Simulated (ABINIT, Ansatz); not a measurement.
An ABINIT input for a self-consistent single point of SiMo3 (Pm-3n, 8 atoms in the cell) (DFT, PBE, plane waves, PAW (JTH v2.0 PBE PAW)):

```
# SiMo3, JTH v2.0 PBE PAW
pp_dirpath "./"
pseudos "Si.GGA_PBE-JTH.xml, Mo.GGA_PBE-JTH.xml"
acell 3*1.0 Angstrom
rprim
         4.8706300000    0.0000000000    0.0000000000
         0.0000000000    4.8706300000    0.0000000000
         0.0000000000    0.0000000000    4.8706300000
natom 8
ntypat 2
znucl 14 42
typat 1 1 2 2 2 2 2 2
xred
         0.5000000000    0.5000000000    0.5000000000
         0.0000000000    0.0000000000    0.0000000000
         0.0000000000    0.5000000000    0.2500000000
         0.0000000000    0.5000000000    0.7500000000
         0.2500000000    0.0000000000    0.5000000000
         0.7500000000    0.0000000000    0.5000000000
         0.5000000000    0.2500000000    0.0000000000
         0.5000000000    0.7500000000    0.0000000000
ecut 20
pawecutdg 40
pawxcdev 0
ixc 11
occopt 7
tsmear 0.2 eV
nband 58
kptopt 1
ngkpt 5 5 5
nshiftk 1
shiftk 0 0 0
nstep 50
tolvrs 1.0e-12
prtwf 0
prtden 0
enunit 1
```

Task: Write the same calculation as an input for Ansatz (an electronic-structure program).

Result: This is the input that was run; spellings and numerical settings could be chosen otherwise.

Ansatz 0.2 input:
```yaml
# SiMo3
crystal:
  lattice:
    - [4.870630, 0.000000, 0.000000]
    - [0.000000, 4.870630, 0.000000]
    - [0.000000, 0.000000, 4.870630]
  atoms:
    - { symbol: Si, position: [0.500000, 0.500000, 0.500000] }
    - { symbol: Si, position: [0.000000, 0.000000, 0.000000] }
    - { symbol: Mo, position: [0.000000, 0.500000, 0.250000] }
    - { symbol: Mo, position: [0.000000, 0.500000, 0.750000] }
    - { symbol: Mo, position: [0.250000, 0.000000, 0.500000] }
    - { symbol: Mo, position: [0.750000, 0.000000, 0.500000] }
    - { symbol: Mo, position: [0.500000, 0.250000, 0.000000] }
    - { symbol: Mo, position: [0.500000, 0.750000, 0.000000] }
basis:
  ecutwfc: 30.9 Ry
kpoints:
  mp_grid:
    grid: [5, 5, 5]
hamiltonian:
  xc: pbe
  pseudopotentials:
    kind: paw
scf:
  occupations:
    method: gaussian
    width: 0.0147 Ry
output:
  forces: true
  eigenvalues: true
  stress: true
```

Basis, cutoffs, solver keys and any potentials are the target program's own. This input uses DFT, PBE, plane waves, default PAW files. The width in Ry is rounded to four decimals. Both were run: pressure 5.41 GPa in ABINIT and 5.10 in Ansatz. Ansatz's pressure is the one without its finite-basis correction.

On ABINIT: the starting cell comes from a database of computed structures (which also holds hypothetical and non-ambient phases and stackings), without a prior relaxation at this level. Its lattice was rescaled by a random factor within 2.5 % of one. Spin polarisation is off. With a pressure of about 5 GPa the cell is away from its equilibrium volume at this level.

On Ansatz: the starting cell comes from a database of computed structures (which also holds hypothetical and non-ambient phases and stackings), without a prior relaxation at this level. Its lattice was rescaled by a random factor within 2.5 % of one. Spin polarisation is off. With a pressure of about 5 GPa the cell is away from its equilibrium volume at this level.
